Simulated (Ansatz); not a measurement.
Take AlN in the wurtzite structure (space group P6_3mc, No. 186) as the base.

```
AlN
1.0
    3.10670     0.00000     0.00000
   -1.55335     2.69048     0.00000
    0.00000     0.00000     4.97846
Al N
2 2
Direct
  0.33333   0.66667   0.99659
  0.66667   0.33333   0.49659
  0.33333   0.66667   0.37821
  0.66667   0.33333   0.87821
```

Cartesian axes are those of the cell as printed.

Method: Ansatz (an electronic-structure program) r2SCAN, no spin-orbit coupling.

Strains are applied to the cell and any free atomic positions relax; under stress the whole cell relaxes.

One change was made to it. Results:

| quantity | base | after |
|---|---|---|
| energy relative to the base (free energy F) | 0 meV/atom | +2.3 meV/atom |
| valence-band top at Γ (three highest levels, from the VBM) | 0.00, -0.22, -0.22 eV | 0.00, -0.08, -0.08 eV |

Q: Which of these changes matches the shifts?
A. strain tensor (xx, yy, zz, yz, xz, xy) = (−0.13, −1.53, +0.93, −0.17, +0.49, +1.88) %
B. uniaxial stress, 5 GPa tension along z
C. uniaxial strain ε_zz = +1.81 %

A: B, uniaxial stress, 5 GPa tension along z. For comparison, the energy relative to the base in the other runs: strain tensor (xx, yy, zz, yz, xz, xy) = (−0.13, −1.53, +0.93, −0.17, +0.49, +1.88) % gives +10 meV/atom; uniaxial strain ε_zz = +1.81 % gives +4.1 meV/atom.

The levels and masses belong to the bands next to the band gap. Beyond what the load breaks, stability against distortions was not tested.
